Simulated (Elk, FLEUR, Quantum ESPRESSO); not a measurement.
PmS (Fm-3m, 2 atoms in the cell) computed with different codes at matched settings

Self-consistent single point, at a second geometry (lattice scaled by 0.98). First geometry:

```xyz
2
Lattice="-2.8485 0.0000 2.8485 0.0000 2.8485 2.8485 -2.8485 2.8485 0.0000" Properties=species:S:1:pos:R:3 pbc="T T T"
Pm     0.0000     0.0000     0.0000
S     -2.8485     2.8485     2.8485
```
Moments meant for the start (each program seeds them in its own way; μB, in the order of the atoms Pm S): 4.0 0.0.

Shared settings, as Quantum ESPRESSO writes them: occupations = smearing; smearing = gaussian; degauss = 0.0099958 Ry; nspin = 2; K_POINTS = automatic 7 7 7 0 0 0. Potentials and cutoffs stand in the table.

| code | model | size of the net moment (μB/atom) | cutoff |
|---|---|---|---|
| Quantum ESPRESSO | PBEsol, SSSP 1.1.2 efficiency (PBE) pseudopotentials | 2.34 | 50 Ry |
| FLEUR | PBEsol, all-electron FLAPW (FLEUR), scalar-relativistic valence | 2.36 | Kmax 4.1 1/bohr |
| Elk | PBEsol, all-electron FP-LAPW, Elk's shipped species files, APW+lo basis with extra local orbitals | 2.36 | rgkmax 7.5 |

On Quantum ESPRESSO's run: spin-orbit coupling is off. With one magnetic atom in the cell only a parallel order is possible. With U or open f shells several self-consistent states can exist. The f electrons are in the valence without U or exact exchange, which can misplace them near the Fermi level. Spin-orbit terms, which matter for f shells, are left out.

The spread over the programs that give each value: size of the net moment within 0.02 μB/atom.

FLEUR and Elk treat all electrons, but the usual bases taken here (sphere radii, linearisation, local orbitals, empty states) were not tested for convergence, so the values are no reference for the others.

The starting cell comes from a database of computed structures (which also holds hypothetical and non-ambient phases and stackings), without a prior relaxation at this level. For this run, on top of that: lattice scaled by 0.98.

Left out of this page: Ansatz (with a known weakness of the program).
